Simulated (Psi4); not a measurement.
Psi4 1.11, BP86/def2-svpd: Mo(O)2(NH2)2 ([NH2][Mo]([NH2])(=[O])=[O]), 9 atoms. The geometry is a generated start, not checked to be a minimum at this level.

```
Property                                             Result
--------------------------  -------------------------------
task                                                 energy
method                                                 bp86
basis                                             def2-svpd
memory                                                 3 GB
maxiter                                                 100
keys of the molecule block                      symmetry c1
scf_type                                       df (default)
diis_max_vecs                                  10 (default)
e_convergence                               1e-06 (default)
d_convergence                               1e-06 (default)
dft_radial_points                              75 (default)
dft_spherical_points                          302 (default)
effective core potentials   those of the basis set, past Kr
basis functions                                         152
grid points                                          195130
```

```xyz
9

Mo     0.7071    -0.0325     0.0954
O      1.6771     0.7486    -0.9683
O      1.2680    -0.8834     1.3783
N     -0.3581    -1.2451    -0.9240
H     -0.5294    -1.1883    -1.9279
H     -0.7192    -2.1421    -0.5973
N     -0.4797     1.2848     0.8038
H     -0.6473     2.2140     0.4153
H     -0.9184     1.2441     1.7246
```

Charge 0 and multiplicity 1 are set for this test and not shown to be the ground state.

With the defaults (diis = true, scf_initial_accelerator = adiis, damping_percentage = 0, guess = auto, which took SAD, level_shift = 0, level_shift_cutoff = 0.01, soscf = false, soscf_start_convergence = 0.01) it converges in 13 SCF iterations. One run each on 2 threads, with these changes:
- scf_initial_accelerator = none
- soscf = true, soscf_start_convergence = 0.1
- guess = huckel
- soscf = true
- guess = modhuckel
- guess = sapgau
- guess = gwh
- level_shift = 0.5, level_shift_cutoff = 0.001
- diis = false, scf_initial_accelerator = none, damping_percentage = 60

Task: Name the settings that don't reach the solution of the defaults.

Result: No convergence: diis = false, scf_initial_accelerator = none, damping_percentage = 60 (the run ends without SCF convergence in 100 iterations). The rest reach the solution of the defaults.

| setting | SCF iterations | JK calls | end |
|---|---|---|---|
| soscf = true, soscf_start_convergence = 0.1 | 9 | 40 | same solution |
| soscf = true | 10 | 41 | same solution |
| the defaults | 13 | 14 | same solution |
| scf_initial_accelerator = none | 13 | 14 | same solution |
| level_shift = 0.5, level_shift_cutoff = 0.001 | 13 | 14 | same solution |
| guess = gwh | 13 | 13 | same solution |
| guess = modhuckel | 14 | 41 | same solution |
| guess = huckel | 14 | 41 | same solution |
| guess = sapgau | 23 | 23 | same solution |
| diis = false, scf_initial_accelerator = none, damping_percentage = 60 | 100 | 101 | no convergence |

An SOSCF iteration holds several JK calls; a Hückel guess adds calls on atoms. 1 further run of the study ended by our limits or in an error and is left out.
